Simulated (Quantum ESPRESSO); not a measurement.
# How a calculation on LaTiO3 (Pm-3m, 5 atoms in the cell) responds to its settings

```yaml
crystal:
  lattice:
    - [3.88966, 0.00000, 0.00000]
    - [0.00000, 3.88966, 0.00000]
    - [0.00000, 0.00000, 3.88966]
  atoms:
    - { symbol: La, position: [0.00000, 0.00000, 0.00000] }
    - { symbol: Ti, position: [0.50000, 0.50000, 0.50000] }
    - { symbol: O, position: [0.00000, 0.50000, 0.50000] }
    - { symbol: O, position: [0.50000, 0.00000, 0.50000] }
    - { symbol: O, position: [0.50000, 0.50000, 0.00000] }
```

Base run A: Quantum ESPRESSO 7.5 with PBEsol, PseudoDojo standard norm-conserving (PBESOL) pseudopotentials, self-consistent single point.

Its settings: ecutwfc = 110 Ry; occupations = smearing; smearing = fermi-dirac; degauss = 0.0073499 Ry; potentials = {La: La.upf, Ti: Ti.upf, O: O.upf}; K_POINTS = automatic 7 7 7 1 1 1; conv_thr = 1e-10 Ry; mixing_beta = 0.3.

The starting cell comes from a database of computed structures (which also holds hypothetical and non-ambient phases and stackings), without a prior relaxation at this level. Its lattice was rescaled by a random factor within 2.5 % of one. Spin polarisation is off; with an odd number of electrons in the cell that forces a metal, and a magnetic state may lie lower.

A dash stands where there is no value to compare (another energy zero or no entropy term, no result, no spin, no clean gap, or a mesh too coarse for one). 

Run A gave: pressure (GPa) 2.24.

Runs:
- B: vdw_corr: default → grimme-d3; dftd3_version: default → 3; dftd3_threebody: default → false [PBEsol-D3(0)]
- C: vdw_corr: default → grimme-d3; dftd3_version: default → 4; dftd3_threebody: default → false [PBEsol-D3(BJ)]
- D: vdw_corr: default → grimme-d3; dftd3_version: default → 4; dftd3_threebody: default → true [PBEsol-D3(BJ) with three-body term]

Question: What does run D change against A?

Answer: The pressure goes from 2.24 to -1.42 GPa.

Question: What does run B change against A?

Answer: The pressure goes from 2.24 to -0.41 GPa.

```tsv
run	pressure (GPa)	dispersion energy (eV/atom)
A	2.24	–
B	-0.41	-0.173
C	-2.08	-0.306
D	-1.42	-0.282
```
